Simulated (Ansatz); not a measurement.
Take CdS in the wurtzite structure (space group P6_3mc, No. 186; a = 4.164 Å, c = 6.769 Å) as the base.

All numbers come from r2SCAN, PAW, 500 eV (Ansatz, a program for electronic structure; without spin-orbit coupling), earlier PAW set.

Base values:

```
Property                              Value
---------------------  --------------------
c/a ratio                             1.625
Valence-band top at Γ  0.00, 0.00, -0.04 eV
```

It is then changed as follows: full substitution S → Te; the structure is relaxed again.

Tabulated Pauling electronegativity and covalent radius: S 2.58, 1.05 Å; Te 2.10, 1.38 Å.

Problem. Predict the new c/a ratio and valence-band top at Γ.

Solution. The c/a ratio increases by 0.015 (1.625 → 1.640); the valence-band top at Γ (three highest levels, from the VBM) goes from 0.00, 0.00, -0.04 eV to 0.00, 0.00, -0.07 eV.

With Te present, leaving out spin-orbit coupling can change the band edges. The levels and masses belong to the bands next to the band gap. No phonon test of stability was made. For CdTe in this form, whether it has been made was not checked. This is not the structure that CdTe has at room temperature and ambient pressure.
